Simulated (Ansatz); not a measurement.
Cr_Ca+V_O in rock-salt CaO (the name describes the start): one set of geometries, relaxed with PBE, evaluated in Ansatz (PAW, plane waves to 420 eV, 500 eV under r2SCAN) with PBE, r2SCAN.

Set-up: 64-site cell; 2×2×2 shifted k-points; start: the Ca site; O 2.42 Å away; charged states image-corrected; no Hubbard U; not converged in cell size; relaxed from one start, so a lower configuration may exist; flagged in the runs: a strain field that reaches the edge of the cell.

```json
[
 {"quantity": "host gap (eV)", "PBE": "3.66", "r2SCAN": "(withheld)"},
 {"quantity": "ε(0/−1) above the VBM (eV)", "PBE": "3.53", "r2SCAN": "(withheld)"},
 {"quantity": "largest moment on one atom at charge +2 (μB)", "PBE": "2.77", "r2SCAN": "(withheld)"},
 {"quantity": "neutral formation energy against fcc Ca, bcc Cr, antiferromagnetic, O2 molecule in a box (eV)", "PBE": "10.06", "r2SCAN": "(withheld)"},
 {"quantity": "largest moment on one atom at charge 0 (μB)", "PBE": "3.42", "r2SCAN": "(withheld)"},
 {"quantity": "largest moment on one atom at charge −1 (μB)", "PBE": "3.62", "r2SCAN": "(withheld)"}
]
```

Task: Given the lower rungs, what does r2SCAN give?

Result: 
- host gap (eV), r2SCAN: 4.20
- ε(0/−1) above the VBM (eV), r2SCAN: 3.90
- largest moment on one atom at charge +2 (μB), r2SCAN: 2.85
- neutral formation energy against fcc Ca, bcc Cr, antiferromagnetic, O2 molecule in a box (eV), r2SCAN: 10.20
- largest moment on one atom at charge 0 (μB), r2SCAN: 3.53
- largest moment on one atom at charge −1 (μB), r2SCAN: 3.71

Ansatz is a first-principles code.
